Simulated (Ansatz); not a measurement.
Take BeTe in the zinc blende structure (space group F-43m, No. 216; a = 5.657 Å) as the base.

Method: Kohn–Sham DFT with the r2SCAN functional, run in Ansatz (a quantum-chemistry and plane-wave program) with PAW and 500 eV plane waves, no spin-orbit coupling.

Carriers are added at fixed cell with a uniform background; the Fermi–Dirac width is that of 300 K.

One change was made to it. Results:

| quantity | base | after |
|---|---|---|
| Fermi level relative to the doped band's edge (positive inside the band; to 0.05 eV) | – | +0.30 eV |
| gap character | indirect, Γ → X | indirect, Γ → X |
| gap between the host's bands | 2.38 eV | 2.36 eV |

Problem. Name the change that was made.
A. electrons 1.0×10^22 cm⁻³
B. electrons 1.0×10^21 cm⁻³
C. holes 1.5×10^21 cm⁻³
D. holes 1.0×10^21 cm⁻³

Solution. B, electrons 1.0×10^21 cm⁻³. For comparison, the gap between the host's bands in the other runs: holes 1.5×10^21 cm⁻³ gives 2.42 eV; electrons 1.0×10^22 cm⁻³ gives 2.23 eV; holes 1.0×10^21 cm⁻³ gives 2.40 eV.

Charged cell with a jellium background: band edges are those of the host's band count, energies are not comparable with the neutral cell, and many-body gap narrowing is missing. Spin-orbit coupling, missing from the scalar runs, can matter with Te. Whether these cells are dynamically stable was not tested.
